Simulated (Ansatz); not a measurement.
Start from SiC in the wurtzite structure (space group P6_3mc, No. 186; a = 3.056 Å, c = 5.016 Å). Axes: x lies along a and z along c of the hexagonal cell.

The values are results of LDA (Ansatz, a first-principles code), spin-orbit coupling left out, not measurements.

For the base:

Band gap: 2.13 eV
Valence-band top at Γ: 0.00, 0.00, -0.11 eV

The change: tensor shear ε_xz = +0.67 % (engineering shear γ = 0.0134); the atoms relax in the strained cell.

Problem. Estimate the effect on the stress, energy relative to the base, band gap and valence-band top at Γ.

Solution. The stress (xx, yy, zz, yz, xz, xy; compression positive) is (-0.03, 0.01, 0.03, 0.00, -2.08, 0.00) GPa; the energy rises by 0.9 meV/atom; the band gap shrinks by 0.02 eV to 2.11 eV; the valence-band top at Γ (three highest levels, from the VBM) changes from 0.00, 0.00, -0.11 eV to 0.00, -0.02, -0.16 eV.

Semilocal Kohn–Sham gaps tend to fall short of experiment. Stability against distortions was not tested.
